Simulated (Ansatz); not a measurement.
# YN, response to strain

Take YN in the rock salt structure (space group Fm-3m, No. 225; a = 4.856 Å) as the base.

Strains are applied to the cell and any free atomic positions relax.

Calculations: PBEsol (Ansatz, an electronic-structure program; PAW; 420 eV plane waves; without spin-orbit coupling).

Notes on the quantities. energy relative to the base: free energy F.

| variant | band gap | energy relative to the base | volume per atom | pressure |
|---|---|---|---|---|
| base | 0.08 eV | 0 meV/atom | 14.31 Å³ | 0.0 GPa |
| isotropic strain −3.00 % | zero | +68 meV/atom | 13.06 Å³ | 18.9 GPa |
| isotropic strain −2.50 % | zero | +47 meV/atom | 13.27 Å³ | 15.2 GPa |
| isotropic strain −2.00 % | zero | +29 meV/atom | 13.47 Å³ | 11.8 GPa |
| isotropic strain −1.50 % | zero | +16 meV/atom | 13.68 Å³ | 8.5 GPa |
| isotropic strain −1.00 % | zero | +7.1 meV/atom | 13.89 Å³ | 5.5 GPa |
| isotropic strain −0.50 % | zero | +1.7 meV/atom | 14.10 Å³ | 2.7 GPa |
| isotropic strain +1.00 % | 0.13 eV | +6.7 meV/atom | 14.75 Å³ | -4.80 GPa |
| isotropic strain +2.50 % | 0.21 eV | +40 meV/atom | 15.42 Å³ | -10.85 GPa |
| isotropic strain +3.00 % | 0.23 eV | +56 meV/atom | 15.64 Å³ | -12.59 GPa |

The mesh was chosen for an insulator and is coarse for the gapless case. Stability against distortions was not tested. All final runs are without spin polarisation. Gaps under 0.05 eV, about the width of the smearing, are given as zero. The zero or small gap of YN can change with the level of theory.
